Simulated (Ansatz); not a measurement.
Phonon-limited resistivity of LuPd (Pm-3m) against temperature in μΩ·cm, PBEsol, DFPT electron-phonon coupling, linearised Boltzmann equation in Ansatz (a quantum-chemistry and plane-wave program), harmonic crystal at a fixed cell.

| T | ρ |
|---|---|
| 50 K | 0.86 |
| 77 K | 1.76 |
| 100 K | (withheld) |
| 150 K | 4.0 |
| 200 K | 5.5 |
| 250 K | (withheld) |
| 273 K | 7.5 |
| 300 K | 8.3 |
| 350 K | (withheld) |
| 400 K | 11.2 |
| 500 K | 14.0 |
| 600 K | 16.9 |
| 800 K | 23 |

Task: Complete the blanks.

Result: 
- 100 K, ρ: 2.5
- 250 K, ρ: 6.9
- 350 K, ρ: 9.7

A metal at this level (no band gap). Only scattering by harmonic phonons is included (no impurities, grain boundaries, electron-electron scattering or thermal expansion). Spin-orbit coupling is left out, which matters with elements this heavy. Halving the electron mesh (24x24x24) moves the resistivity by up to 4 %. Smearing 0.20 eV; phonons on a 4x4x4 q mesh, which this run doesn't test and which matters most at low temperature.

Formula and space group known from diffraction (Crystallography Open Database), not checked to be the room-temperature form: LuPd (Pm-3m).
